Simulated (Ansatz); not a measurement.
This Ansatz (a quantum-chemistry and plane-wave program) input is the reference run, NaI in the rock salt structure (space group Fm-3m, No. 225), computed with PBEsol (Ansatz; PAW; 420 eV plane waves; spin-orbit coupling left out):

Ansatz 0.2 input:
```yaml
crystal:
  lattice:
    - [0, 3.2010538801, 3.2010538801]
    - [3.2010538801, 0, 3.2010538801]
    - [3.2010538801, 3.2010538801, 0]
  atoms:
    - { symbol: Na, position: [0, 0, 0] }
    - { symbol: I, position: [0.5, 0.5, 0.5] }
basis: { ecutwfc: 420, ecutrho_ratio: 4, xc_grid: 2, fft_grid_basis: typed }
kpoints: { mp_grid: { grid: [9, 9, 9] } }
hamiltonian:
  xc: pbesol
  dispersion: none
  pseudopotentials: { kind: paw }
scf: { occupations: { method: fermi_dirac, width: 0.05 }, convergence: { dr2_threshold: 0.0000000002 } }
output: { forces: true, stress: true }
checkpoint: { write: state.ck, write_every: 1000 }
```

Write the input for this change: uniaxial strain ε_zz = −1.00 %, all other strain components held at zero, atoms relaxed at fixed cell.


Ansatz 0.2 input:
```yaml
crystal:
  lattice:
    - [0, 3.2010538801, 3.1690433413]
    - [3.2010538801, 0, 3.1690433413]
    - [3.2010538801, 3.2010538801, 0]
  atoms:
    - { symbol: Na, position: [0, 0, 0] }
    - { symbol: I, position: [0.5, 0.5, 0.5] }
basis: { ecutwfc: 420, ecutrho_ratio: 4, xc_grid: 2, fft_grid_basis: typed }
kpoints: { mp_grid: { grid: [9, 9, 9] } }
hamiltonian:
  xc: pbesol
  dispersion: none
  pseudopotentials: { kind: paw }
scf: { occupations: { method: fermi_dirac, width: 0.05 }, convergence: { dr2_threshold: 0.0000000002 } }
relax: { f_tol: 0.005, max_steps: 50 }
output: { forces: true, stress: true }
checkpoint: { write: state.ck, write_every: 1000 }
```
This is the input that was run.

Stability against distortions was not tested.
